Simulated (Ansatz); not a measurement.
**What pressure 10 GPa does to Cs**

The reference is Cs in the bcc (W type) structure (space group Im-3m, No. 229; a = 6.2649 Å).

One thing is altered: a hydrostatic pressure of 10 GPa.

Computed with Ansatz (a quantum-chemistry and plane-wave program) r2SCAN, scalar-relativistic without spin-orbit coupling. Settings: 11×11×11 k-points, 0.05 eV Fermi–Dirac smearing.

The density rises by 4.737 g/cm³, from 1.80 g/cm³ to 6.53 g/cm³ and the lattice parameter a drops by 219.2 pm, from 626.5 pm to 407.3 pm. The band gap remains zero.

Load acts through the strain it causes; cell and atoms are relaxed under it. No phonon test of stability was made. The final runs are not spin-polarised. Measured, Cs leaves this structure (for fcc) near 2.4 GPa (temperature not stated; as listed in Olga Degtyareva, NATO science for peace and security series. B, Physics and biophysics (2010)).
